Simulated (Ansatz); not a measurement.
Functionals compared on Br on the 1x1 (0001) surface of hcp Co, ferromagnetic, one in a 2x2 cell, started at the site 'hollow Co-Co-Co over Co at depth 2.0 Å', in Ansatz (plane waves, PAW). The structure was relaxed with PBE; the other rows are single points on it, each with its references at the same level. Cutoff 420 eV.

Model: 17-atom slab, 6.0 Å thick at the start under the adsorbate (thin: gaps and levels are the slab's own), 7x7x1 mesh, Fermi-Dirac 0.1 eV, dipole correction, 8 atoms held, the rest relaxed; start symmetry kept, larger cells not searched; spin-polarised, no spin-orbit, no U, no dispersion correction. At the end it is bonded to 3 Co. In PBE it is, or lies within 0.03 eV of, the lowest of the starts that converged. These notes are the PBE run's. RPBE: The program's check for a lower electronic state was not made. Adsorption energies are against ½ Br2(g). A negative adsorption energy means that the adsorbate is more stable on the surface than in its reference.

```csv
functional,adsorption energy (eV),work function of the top face (eV),change of the work function (eV),magnetic moment of the cell (μB),rough cost of the single point
PBE,-2.00,4.72,-0.26,26.81,–
RPBE,…,…,…,27.01,very roughly 3 core-minutes
```

Problem. Fill in the missing entries.

Solution. 
- RPBE, adsorption energy (eV): -1.72
- RPBE, work function of the top face (eV): 4.62
- RPBE, change of the work function (eV): -0.19

Ansatz is an electronic-structure program.
